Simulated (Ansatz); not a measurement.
Take B (space group I4_132, No. 214; a = 4.633 Å; a hypothetical phase, not in the database extracts checked) as the base.

Modification: the cell is scaled by 1.0025 in all directions; the atoms relax in the strained cell.

Levels (all Ansatz, a program for electronic structure, PAW): PBEsol (420 eV, scalar-relativistic without spin-orbit coupling); r2SCAN (500 eV, no SOC); HSE06 (420 eV, no spin-orbit coupling).

One geometry, relaxed with PBEsol, under each level:

| level | band gap | lowest conduction level above the VBM at special points | electron mass | pressure |
|---|---|---|---|---|
| PBEsol | 1.41 eV | Γ 1.44 eV; N 2.82 eV; P 3.35 eV; H 4.58 eV | 3.0 mₑ along k, 0.57 mₑ across (off the special points) | -8.1 kbar |
| r2SCAN | ? | ? | ? | ? |
| HSE06 | 2.43 eV | Γ 2.48 eV; N 3.77 eV; P 4.52 eV | – | – |

**Question.** Give the withheld r2SCAN results.

**Answer.** 
- r2SCAN, band gap: 1.76 eV
- r2SCAN, lowest conduction level above the VBM at special points: Γ 1.80 eV; N 3.16 eV; P 3.81 eV; H 5.34 eV
- r2SCAN, electron mass: 3.0 mₑ along k, 0.59 mₑ across (off the special points)
- r2SCAN, pressure: -3.8 kbar

Single points use the geometry relaxed with PBEsol. Their cutoffs differ, which shifts pressures a little. HSE06 was sampled on its mesh, a few special points and the semilocal edge points, so its gap is an upper bound. Effective masses come from finite differences of ±0.01 Å⁻¹. Along k means along the line from Γ to the band edge. Stability against distortions was not tested.
